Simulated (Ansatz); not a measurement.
An Ansatz (a quantum-chemistry and plane-wave program) input (plane-wave PAW DFT at the r2SCAN level (Ansatz, 500 eV), no SOC):

Ansatz 0.2 input:
```yaml
crystal:
  lattice:
    - [-3.11313473, 3.11313473, 3.11313473]
    - [3.11313473, -3.11313473, 3.11313473]
    - [3.11313473, 3.11313473, -3.11313473]
  atoms:
    - { symbol: Cs, position: [0, 0, 0] }
basis: { ecutwfc: 500, ecutrho_ratio: 4, xc_grid: 3, fft_grid_basis: typed }
kpoints: { mp_grid: { grid: [15, 15, 15] } }
hamiltonian:
  xc: r2scan
  dispersion: none
  pseudopotentials: { kind: paw }
scf: { occupations: { method: fermi_dirac, width: 0.1 }, convergence: { dr2_threshold: 0.0000000001 } }
relax: { f_tol: 0.005, max_steps: 50 }
output: { forces: true, stress: true }
checkpoint: { write: state.ck, write_every: 1000 }
```

Which symmetry and how many k-points will the program report, and about how many plane waves at Γ?

Space group Im-3m (ITA 229) with 48 operations, k-points 120 of 3375, and 3055 plane waves at Γ.

The cells carry an imposed strain or load. Stability against distortions was not tested. The cell was made from Cs in the bcc (W type) structure (space group Im-3m, No. 229) by this change: isotropic strain −0.78 %.
